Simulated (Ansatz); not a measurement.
Here is the system:

```yaml
crystal:
  lattice:
    - [-2.90415, 2.90415, 5.52871]
    - [2.90415, -2.90415, 5.52871]
    - [2.90415, 2.90415, -5.52871]
  atoms:
    - { symbol: Cd, position: [0.00000, 0.00000, 0.00000] }
    - { symbol: Cd, position: [0.75000, 0.25000, 0.50000] }
    - { symbol: Ge, position: [0.50000, 0.50000, 0.00000] }
    - { symbol: Ge, position: [0.25000, 0.75000, 0.50000] }
    - { symbol: As, position: [0.87500, 0.85047, 0.47547] }
    - { symbol: As, position: [0.14953, 0.62500, 0.02453] }
    - { symbol: As, position: [0.37500, 0.39953, 0.52453] }
    - { symbol: As, position: [0.60047, 0.12500, 0.97547] }
```

No spin polarisation.

Computed with PBEsol (Ansatz, an electronic-structure program), no spin-orbit coupling. Settings: 8×8×8 k-points, 0.05 eV Fermi–Dirac smearing.

Question: Predict the space group.

Answer: I-42d (No. 122).

Question: Estimate the pressure (mean of the normal stresses, compression positive).

Answer: 4.86 GPa.

The cells carry an imposed strain or load. Stability against distortions was not tested. The cell was made from CdGeAs2 in the chalcopyrite structure (space group I-42d, No. 122) by this change: isotropic strain −2.25 %.
